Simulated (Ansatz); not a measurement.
Base system: Mo₅Si₃ (space group I4/mcm, No. 140; a = 9.604 Å, c = 4.872 Å). Axes: x, y, z lie along a, b, c of the conventional cell.

Level of theory: PBEsol (Ansatz, a program for electronic structure; PAW; 420 eV plane waves; no spin-orbit coupling).

For the base:

| Property | Value |
|---|---|
| Pressure | 0.0 GPa |
| Band gap | zero |
| Volume per atom | 14.04 Å³ |

Perturbation: biaxial strain −0.45 %, plane normal [001], relaxed out of plane (Cartesian); in-plane vectors clamped, the third vector and the atoms free.

### Question
Predict the new energy relative to the base, pressure, band gap and volume per atom.

### Answer
The energy rises by 1.0 meV/atom; the pressure (mean of the normal stresses, compression positive) goes from zero to 1.7 GPa; the band gap stays zero; the volume per atom shrinks by 0.086 Å³ (14.04 Å³ → 13.96 Å³).

A biaxial case was relaxed in a doubled cell and then solved in the primitive one. Without a gap, meshes like the base's 9×9×9 leave anisotropic stresses uncertain by several tenths of a GPa, and small strain energies with them. No phonon test of stability was made. All final runs are without spin polarisation.
